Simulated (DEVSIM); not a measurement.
System: GaP/Si n-p heterojunction, at 350 K.

| layer (left to right) | material | thickness (μm) | Nd (cm⁻³) | Na (cm⁻³) | τn (s) | τp (s) |
|---|---|---|---|---|---|---|
| 1 | GaP | 0.340 | 2.2e17 | - | 1.3e-7 | 1.3e-7 |
| 2 | Si | 4.30 | - | 3.1e16 | 1.3e-7 | 1.3e-7 |

Left contact: ohmic. Right contact: ohmic. Voltage is applied to the left contact. Recombination: SRH at mid-gap, radiative, Auger. Mobility is μmin + (μ − μmin)/(1 + (N/Nref)^α).

Constants are typed, rounded textbook-type inputs, not results; the design itself was drawn at random and stands for no fabricated device. Values at 300 K; Nc and Nv go as T^1.5, mobilities as T to minus their exponent, the gap by Varshni's rule with the affinity fixed.

| parameter | GaP | Si |
|---|---|---|
| gap (eV) | 2.26 | 1.124 |
| affinity (eV) | 3.8 | 4.05 |
| permittivity | 11.1 | 11.7 |
| Nc (cm⁻³) | 1.8e19 | 2.86e19 |
| Nv (cm⁻³) | 1.9e19 | 3.1e19 |
| μn (cm²/Vs) | 250 | 1417 |
| μp (cm²/Vs) | 150 | 470 |
| μn,min | 10 | 52 |
| μp,min | 10 | 45 |
| Nref,n | 4.4e18 | 9.7e16 |
| Nref,p | 1e18 | 2.2e17 |
| αn | 0.8 | 0.68 |
| αp | 0.85 | 0.72 |
| T exponent of μn | 1.6 | 2.3 |
| T exponent of μp | 1.98 | 2.2 |
| B (cm³/s) | 1e-13 | 4.7e-15 |
| Cn (cm⁶/s) | 1e-30 | 2.8e-31 |
| Cp (cm⁶/s) | 1e-30 | 9.9e-32 |
| Varshni α (eV/K) | 0.00058 | 0.000473 |
| Varshni β (K) | 372 | 636 |

Model (solved in DEVSIM): 1D drift-diffusion, Boltzmann statistics, complete ionisation; no tunnelling, impact ionisation, image-force lowering or self-heating. Band offsets follow the typed affinities; no thermionic-emission limit at abrupt steps, no polarisation charge.

Base results: dark forward voltage at 100 A/cm² (V) 0.667; largest field in the device at zero bias (V/cm) 120000; dark forward voltage at 1 A/cm² (V) 0.516; potential step across the device at zero bias (V) 1.006.

Task: What follows from this one change: doping Nd of layer 1 2.2e+17 → 6.6e+18 cm^-3?

Result: dark forward voltage at 100 A/cm² 0.667 → 0.661 V; largest field in the device at zero bias 120000 → 610000 V/cm; dark forward voltage at 1 A/cm² little changed (0.515 V); potential step across the device at zero bias 1.006 → 1.108 V.

Task: What follows from this one change: constant mobility in place of the doping-dependent one?

Result: dark forward voltage at 100 A/cm² 0.667 → 0.654 V; largest field in the device at zero bias little changed (120000 V/cm); dark forward voltage at 1 A/cm² 0.516 → 0.505 V; potential step across the device at zero bias little changed (1.006 V).
